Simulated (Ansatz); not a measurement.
A working Ansatz (a program for electronic structure) input for LiCe3 (Pm-3m, 4 atoms in the cell) (DFT, PBE, plane waves, default PAW files):

Ansatz 0.2 input:
```yaml
# LiCe3
crystal:
  lattice:
    - [4.565138, 0.000000, 0.000000]
    - [0.000000, 4.565138, 0.000000]
    - [0.000000, 0.000000, 4.565138]
  atoms:
    - { symbol: Ce, position: [0.000000, 0.500000, 0.500000], spin: 1.0 }
    - { symbol: Ce, position: [0.500000, 0.500000, 0.000000], spin: 1.0 }
    - { symbol: Ce, position: [0.500000, 0.000000, 0.500000], spin: 1.0 }
    - { symbol: Li, position: [0.000000, 0.000000, 0.000000] }
basis:
  ecutwfc: 420.0
kpoints:
  mp_grid: { grid: [6, 6, 6] }
hamiltonian:
  xc: pbe
  pseudopotentials: { kind: paw }
magnetization:
  spin_polarized: true
scf:
  occupations: { method: cold, width: 0.136 }
output:
  forces: true
  eigenvalues: true
  stress: true
```

The run converged in 19 iterations: free energy E − TS (on the zero of these files) -19930.3108 eV; Fermi level (on the code's own zero) 13.80 eV; pressure 2.73 GPa; size of the cell's spin moment 1.45 μB. Each of these slips is then made, one at a time:

(1)
```diff
+  max_iter: 4
```

(2)
```diff
-  occupations: { method: cold, width: 0.136 }
+  occupations: { method: cold, width: 1.0 }
```

Task: Predict the outcome of each change.

Result: 
(1) An iteration limit that is too low. The run ended unconverged after 2 iterations.
```
did not converge after 2 iterations: dr2 = 1.39e1 (threshold 1.00e-7), under the density mixer `msr1`, which `scf.mixing.algorithm: auto` chose by the deck's other keys (type `scf.mixing.algorithm: msr1` to keep it); raise `scf.max_iter`, which need not help a stalled SCF, or adjust the mixing (`scf.mixing`) or, under a smearing, its width (`scf.oc [...]
```

(2) A smearing width that is far too large. The run converged in 18 iterations without an error; against the sound input the free energy falls by 214 meV/atom, the pressure goes from 2.73 to 6.35 GPa and the size of the net moment goes from 0.36 to 0.00 μB/atom. The full log also holds (shortened here): “iter 15 did not close the SCF: its close was put off for a magnetic moment that had not settled (scf_convergence_deferred on its scf_iter line)” and “iter 16 did not close the SCF: its close was put off for a magnetic moment that had not settled (scf_convergence_deferred on its scf_iter line)”.

The starting cell was generated: these elements placed on a structure prototype, without a prior relaxation; it need not be a known phase or ordering of this composition. Its lattice was rescaled by a random factor within 2.5 % of one. The magnetic order is the one reached from the typed start; others were not searched systematically. With U or open f shells several self-consistent states can exist. The f electrons are in the valence without U or exact exchange, which can misplace them near the Fermi level. Spin-orbit terms, which matter for f shells, are left out. Ansatz's pressure includes its estimate of the finite-basis (Pulay) stress.

Left out of this page: 1 run of the series stopped by limits of time or memory; 4 runs of the series with a known weakness of the program.
